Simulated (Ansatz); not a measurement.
# PbS (within 0.1 Å of C2/m, No. 12, 4 atoms in the cell; start mp-561320; a measured phase of this formula has another space group)

Calculation: LDA (Ansatz, a first-principles code, PAW).

Numerical settings: plane-wave cutoff 500 eV, 10×10×1 k mesh (along the axes of the cell as run), gaussian smearing 0.02 eV, scalar-relativistic PAW data made under PBE.

Cell (relaxed at this level):

PbS has the monoclinic space group C2/m (No. 12), Pearson symbol mS8. Conventional cell: a = b = 5.8313 Å, c = 22.2961 Å, α = γ = 90.00°, β = 95.27°. Pb on 4i has 1 S at 2.642 Å and 4 S at 2.921 Å (square pyramidal). S on 4i has 1 Pb at 2.642 Å and 4 Pb at 2.921 Å (square pyramidal). (Neighbours: up to the widest gap in distance over summed covalent radii, below 1.35, at either atom; cation-cation and far metal-metal contacts left out.)
(The calculation used a cell of 4 atoms; values per cell refer to that cell.)

* **band gap**: 1.51 eV (on the SCF k mesh)

Spin–orbit coupling is not included; with these elements it can move the gap by several tenths of an eV or more.

The computed numbers hold no vibrational or temperature effects.

It cost around 2.8 core-minutes (rough) of CPU time.

A start named mp-… is a Materials Project structure, which need not be a measured phase.
